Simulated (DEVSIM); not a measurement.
Structure: abrupt InP n-p junction, at 400 K.

| layer (left to right) | material | thickness (μm) | Nd (cm⁻³) | Na (cm⁻³) | τn (s) | τp (s) |
|---|---|---|---|---|---|---|
| 1 | InP | 0.110 | 2.9e16 | - | 5e-8 | 5e-8 |
| 2 | InP | 3.90 | - | 3.5e15 | 5e-8 | 5e-8 |

Left contact: ohmic. Right contact: ohmic. Voltage is applied to the left contact. Recombination: SRH at mid-gap, radiative, Auger. Mobility is constant in doping.

Constants are typed, rounded textbook-type inputs, not results; the design itself was drawn at random and stands for no fabricated device. Values at 300 K; Nc and Nv go as T^1.5, mobilities as T to minus their exponent, the gap by Varshni's rule with the affinity fixed.

```csv
parameter,InP
gap (eV),1.344
affinity (eV),4.38
permittivity,12.5
Nc (cm⁻³),5.7e17
Nv (cm⁻³),1.1e19
μn (cm²/Vs),5200
μp (cm²/Vs),170
T exponent of μn,2
T exponent of μp,2
B (cm³/s),1.2e-10
Cn (cm⁶/s),9e-31
Cp (cm⁶/s),9e-31
Varshni α (eV/K),0.000363
Varshni β (K),162
```

DEVSIM, 1D drift-diffusion, Boltzmann statistics, complete ionisation; no tunnelling, impact ionisation, image-force lowering or self-heating.

The thickness of layer 1 was swept, all else fixed.

```
thickness of layer 1 (μm)  dark forward voltage at 100 A/cm² (V)  dark forward voltage at 1 A/cm² (V)
-------------------------  -------------------------------------  -----------------------------------
0.022                                                      0.876                                0.640
0.038                                                      0.871                                0.642
0.066                                                      0.861                                0.646
0.11                                                       0.851                                0.649
0.19                                                  (withheld)                                0.652
0.33                                                       0.838                                0.653
0.55                                                       0.835                                0.654
```

Problem. Fill in the missing entries.

Solution. 
- 0.19, dark forward voltage at 100 A/cm² (V): 0.843
